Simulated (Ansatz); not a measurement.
LaBr3 (P6₃/m, No. 176), treated with LDA in Ansatz (PAW).

Settings: plane-wave cutoff 500 eV, 6×6×10 k mesh (along the axes of the cell as run), gaussian smearing 0.02 eV, scalar-relativistic PAW data made under PBE.

Computed at the level's own relaxed cell.

Problem. Estimate the volume per atom, equilibrium lattice constant a, c axis length and band gap that the calculation returns.

Solution. 
- volume per atom: 29.05 Å³/atom
- equilibrium lattice constant a: 7.794 Å
- c axis length: 4.418 Å
- band gap: 3.10 eV (on the SCF k mesh)

Measured, for comparison: band gap 5.9 eV (temperature not stated, no zero-point or thermal correction, literature value; as tabulated in Przystupa et al. (2023), doi:10.3390/ma16145085).

Note: the volume lies 6 % below that of the published cell.

Spin–orbit coupling is not included.

Computed values are for the static lattice.

Ansatz is a program for electronic structure.
